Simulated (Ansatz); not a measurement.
**Bulk modulus B0 of Sb (P6₃/mmc, No. 194, 2 atoms in the cell; start COD 9013011; another form than the element's usual one) at several levels of theory**

No measured value is used here.

```csv
level (code),value (GPa),cell (Å³/atom)
LDA (Ansatz),71.1,25.66
PBEsol (Ansatz),[?],26.12
r²SCAN (Ansatz),61.4,27.12
```

Task: Complete the blanks.

Result: 
- PBEsol (Ansatz, a program for electronic structure), value (GPa): 68.2

LDA, PBEsol, r²SCAN: the bulk modulus is −V dP/dV from two relaxed cells at ±2 % in volume. LDA, PBEsol, r²SCAN: the relaxation could not lower the start's symmetry, so the cell can be a saddle point above a distorted one. Each level is taken at its own relaxed cell. Cutoffs differ between the levels. Ansatz's density-functional and Hartree–Fock values are scalar-relativistic unless marked +SOC, with PAW data made under PBE.
